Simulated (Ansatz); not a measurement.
**Hypothetical diamond Ga, thickness series**

The parent structure is Ga in the diamond structure (space group Fd-3m, No. 227; a = 5.884 Å; a hypothetical phase, not in the database extracts checked). Axes: x, y, z lie along the cube axes.

Free-standing slabs (2 atom(s) a layer) normal to [110] with 15 Å of vacuum; in-plane cell held at bulk.

Method: Ansatz (a first-principles code) PBE, scalar-relativistic without spin-orbit coupling.

Candidates:
(a) 3 layers
(b) 2 layers
(c) 1 layer
(d) 4 layers
(e) 5 layers

Base values:

| Property | Value |
|---|---|
| Shortest interatomic distance | 2.548 Å |

Question: Order them by shortest interatomic distance, highest first.

Answer: (c) 1 layer (2.587 Å), (d) 4 layers (2.499 Å), (e) 5 layers (2.437 Å), (b) 2 layers (2.423 Å), (a) 3 layers (2.377 Å)

Whether these cells are dynamically stable was not tested.
